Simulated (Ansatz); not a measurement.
Start from Y in the hcp (Mg type) structure (space group P6_3/mmc, No. 194; a = 3.652 Å, c = 5.703 Å; relaxed with 0.1 eV smearing). Axes: x lies along a and z along c of the hexagonal cell.

Computed with PBE (Ansatz, an electronic-structure program, PAW, no spin-orbit coupling).

Perturbation: the cell is scaled by 1.0150 in all directions; the atoms relax in the strained cell.

Problem. Predict the stress tensor and what it implies for the stiffness.

Solution. Stress of the strained cell less that of the base (GPa, compression positive):
```
   -1.7     0.0     0.0
    0.0    -1.7     0.0
    0.0     0.0    -1.7
```

Then B = −ΔP/(ΔV/V₀) with ΔV/V₀ = 0.0457 gives secant stiffness values (nonlinear terms included at this strain): B (at held cell shape, above the free-shape value) ≈ 37 GPa.

As a check, the harmonic strain energy −½ V₀ Δσ:ε is 7.8 meV/atom; the computed energy rise is 8.1 meV/atom.

Whether these cells are dynamically stable was not tested. The final runs are not spin-polarised.
